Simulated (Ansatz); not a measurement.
Base system: Au in the fcc (Cu type) structure (space group Fm-3m, No. 225; a = 4.125 Å; relaxed with 0.1 eV smearing). Axes: x, y, z lie along the cube axes.

Calculations: r2SCAN (Ansatz, a first-principles code, PAW, without spin-orbit coupling).

It is then changed as follows: uniaxial strain ε_zz = +2.00 %, all other strain components held at zero, atoms relaxed at fixed cell.

Q: Predict the new stress and energy relative to the base.

A: The stress (xx, yy, zz, yz, xz, xy; compression positive) amounts to (-2.7, -2.7, -3.0, 0.0, 0.0, 0.0) GPa; the energy goes up by 3.4 meV/atom.

Stability against distortions was not tested.
